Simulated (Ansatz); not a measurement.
**WC (model structure, started from the CoSn type, P6/mmm, No. 191, 6 atoms in the cell): properties by level of theory**

```tsv
level (code)	lattice parameter a (Å)	c axis length (Å)
PBE (Ansatz)	5.292	3.093
PBEsol (Ansatz)	5.243	3.073
PBE-D3(BJ) (Ansatz)	5.267	3.072
```

Caveats: a distance lies near a switch of the dispersion term, which can move the cell (PBE-D3(BJ)). Ansatz's density-functional and Hartree–Fock values are scalar-relativistic unless marked +SOC, with PAW data made under PBE.

Static lattice: no zero-point or thermal effects.

A model structure was made by putting elements into a prototype or built by hand; it is no filed structure, need not be a known phase, and can be a saddle point held by its symmetry.

Ansatz is a first-principles code.
